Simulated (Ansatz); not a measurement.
HfO2 (model structure, started from the baddeleyite type, P2₁/c, No. 14, 12 atoms in the cell), treated with r²SCAN (plane waves, PAW; Ansatz, a quantum-chemistry and plane-wave program).

Run with plane-wave cutoff 560 eV, 8×8×8 k mesh, Fermi–Dirac smearing 0.01 eV, scalar-relativistic PAW data made under PBE.

Cell (relaxed at this level):

```cif
data_Hf4O8
_chemical_formula_sum 'Hf4 O8'
_space_group_name_H-M_alt 'P 1'
_space_group_IT_number 1
_cell_length_a 5.11429
_cell_length_b 5.18172
_cell_length_c 5.29593
_cell_angle_alpha 90.000
_cell_angle_beta 99.468
_cell_angle_gamma 90.000
loop_
_space_group_symop_operation_xyz
  'x, y, z'
loop_
_atom_site_label
_atom_site_type_symbol
_atom_site_fract_x
_atom_site_fract_y
_atom_site_fract_z
_atom_site_occupancy
Hf1 Hf 0.27620 0.04186 0.20826 1
Hf2 Hf 0.72380 0.54186 0.29174 1
Hf3 Hf 0.72380 0.95814 0.79174 1
Hf4 Hf 0.27620 0.45814 0.70826 1
O1 O 0.07000 0.33369 0.34408 1
O2 O 0.93000 0.83369 0.15592 1
O3 O 0.93000 0.66631 0.65592 1
O4 O 0.07000 0.16631 0.84408 1
O5 O 0.44798 0.75766 0.47847 1
O6 O 0.55202 0.25766 0.02153 1
O7 O 0.55202 0.24234 0.52153 1
O8 O 0.44798 0.74234 0.97847 1
```

What does this level give for the band gap and Γ–Γ gap?


band gap: 4.59 eV (on the SCF k mesh)
Γ–Γ gap: 5.04 eV

Spin–orbit coupling is not included.

A model structure was made by putting elements into a prototype or built by hand; here it ended with the formula and space group of a phase in our tables.
